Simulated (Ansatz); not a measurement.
The starting structures come from a database of crystals and need not be the phases stable at ambient conditions.

 Where the default PAW files enter, the runs use the earlier of Ansatz's two default sets.

The decay constant κ of evanescent states in the gap governs leakage through a thin film.

Input:

```
CELL_PARAMETERS angstrom
      4.69147     0.00000     0.00000
     -0.71850     5.31417     0.00000
      0.71850     1.50826     5.09563
ATOMIC_POSITIONS crystal
  Sc 0.00000 0.69032 0.69032
  Sc 0.00000 0.30968 0.30968
  Si 0.59198 0.77628 0.22372
  Si 0.40802 0.22372 0.77628
  O  0.21341 0.07848 0.60672
  O  0.78659 0.92152 0.39328
  O  0.78659 0.60672 0.07848
  O  0.21341 0.39328 0.92152
  O  0.50000 0.00000 0.00000
  O  0.71986 0.39368 0.60632
  O  0.28014 0.60632 0.39368
```

Space group of this cell: C2/m. The cell is taken as given; by r2SCAN its mean pressure is -0.5 GPa.

Transport runs along the normal of the first two printed cell vectors.

The gap is the functional's own, uncorrected, and κ follows it; spin-orbit coupling is left out. Mid-gap values are interpolated between the computed energies.

Question: State the band gap and the smallest decay constant κ at mid-gap according to r2SCAN run with Ansatz (an electronic-structure program).

Answer: Gap 4.92 eV on a 8×6×6 mesh; κ = 0.511 1/Å, at the zone centre.
